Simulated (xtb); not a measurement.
xtb 6.7.1, GFN1-xTB: Fe(OMe)2(tmeda) (C[O][Fe]1([O]C)<-[N](C)(C)CC[N]->1(C)C), charge 0, multiplicity 5, 35 atoms. The geometry is a generated start, not checked to be a minimum at this level.

| Property | Value |
|---|---|
| method | GFN1-xTB |
| --acc | 1 (default) |
| --etemp (K) | 300 (default) |
| detailed input (--input) | none: ANC optimiser, Lindh (1995) Hessian, microcycle=20, maxdispl=1.0, hlow=0.01 (default) |
| basis functions | 102 |
| valence electrons | 84 |

Charge 0 and multiplicity 5 are set for this test and not shown to be the ground state. GFN-xTB has no spin term: --uhf 4 sets the occupations alone.

The structure is relaxed from this start with --opt LEVEL for the levels crude, sloppy, loose, lax, normal, tight, vtight, extreme, once each. Up to the end of the extreme run atoms move by at most 0.85 Å along an axis.

Problem. Choose the cheapest level whose final energy lies within 20 meV of that of extreme.

Solution. sloppy: 14 cycles against 94, ending 13 meV above.

```
level    cycles  energy above the extreme run (meV)  gradient norm (eV/Å)
-------  ------  ----------------------------------  --------------------
crude         6                                  50                  0.25
sloppy       14                                  13                  0.17
loose        16                                 9.9                 0.081
lax          20                                 5.7                  0.11
normal       33                                 1.3                 0.028
tight        44                                0.55                 0.011
vtight       94                          under 0.01                0.0014
extreme      94                                   —                0.0014
```
